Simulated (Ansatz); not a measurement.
**What Se on a Hg site (antisite), symmetric start does to HgSe**

The reference is a 16-atom supercell of HgSe in the zinc blende structure (space group F-43m, No. 216; a = 6.133 Å) at its relaxed geometry.

The change: one Hg atom is replaced by Se, atoms relaxed at fixed cell.

Level of theory: PBEsol in Ansatz (plane waves to 420 eV, PAW, no spin-orbit coupling). Settings: 4×4×4 k-points, 0.05 eV Fermi–Dirac smearing.

```json
{
  "pressure": "0.7 GPa (base 0.0 GPa)",
  "energy_gained_by_relaxation": "0.02 eV",
  "largest_displacement_of_a_host_atom_from_its_site_in_the_perfect_cell": "0.04 Å"
}
```

Final structure:

```
Hg7Se9
1.0
    0.00000     6.13332     6.13332
    6.13332     0.00000     6.13332
    6.13332     6.13332     0.00000
Se Hg
9 7
Direct
  0.12682   0.12682   0.12682
  0.12682   0.12682   0.61954
  0.12682   0.61954   0.12682
  0.12520   0.62493   0.62493
  0.61954   0.12682   0.12682
  0.62493   0.12520   0.62493
  0.62493   0.62493   0.12520
  0.62493   0.62493   0.62493
  0.00000   0.00000   0.00000
  0.99889   0.99889   0.50111
  0.99889   0.50111   0.99889
  0.99889   0.50111   0.50111
  0.50111   0.99889   0.99889
  0.50111   0.99889   0.50111
  0.50111   0.50111   0.99889
  0.50000   0.50000   0.50000
```

Cost of the whole job for the changed cell (relaxation, final SCF and bands): roughly 5 core-minutes.

The cell is small, so the values are those of an ordered compound at a high defect concentration; dilute-limit values will differ. The mesh was chosen for an insulator and is coarse for the gapless case. The defect started on the symmetric site and kept its symmetry, so it may sit on a saddle. All final runs are without spin polarisation. The defect cell is not spin-polarised.

Ansatz is a first-principles code.
